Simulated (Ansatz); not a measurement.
The starting structures come from a database of crystals and need not be the phases stable at ambient conditions.

Tunnelling through a barrier is set by its complex band structure: the current falls as exp(−2κd) with the smallest κ.

Given:

```xyz
8
Lattice="6.3497 0.0000 0.0000 0.0000 8.0281 0.0000 3.1748 -4.0141 4.0141" Properties=species:S:1:pos:R:3 pbc="T T T"
Al     1.5874     4.0141     0.0000
Al     4.7622     4.0141     0.0000
Tl     4.7622     0.0000     0.0000
Tl     1.5874     0.0000     0.0000
Se     6.3497    -1.2956     2.7185
Se     3.1748     5.3096     1.2956
Se     6.3497     2.7185     1.2956
Se     3.1748     1.2956     2.7185
```

Space group of this cell: I4/mcm. The cell was relaxed by PBE-D3(BJ).

Transport runs along the normal of the first two printed cell vectors, the (100) plane of the conventional cell.

The gap is the functional's own. No spin-orbit coupling. Mid-gap values are interpolated on the energy grid.

Problem. Predict the band gap and the smallest decay constant κ at mid-gap from PBEsol (Ansatz, a quantum-chemistry and plane-wave program).

Solution. Gap 0.38 eV on a 8×8×8 mesh; κ = 0.113 1/Å, at (0.333, 0.000) of the in-plane reciprocal vectors. At the zone centre, at the nearest computed energy, the slowest state has κ = 0.12 1/Å.
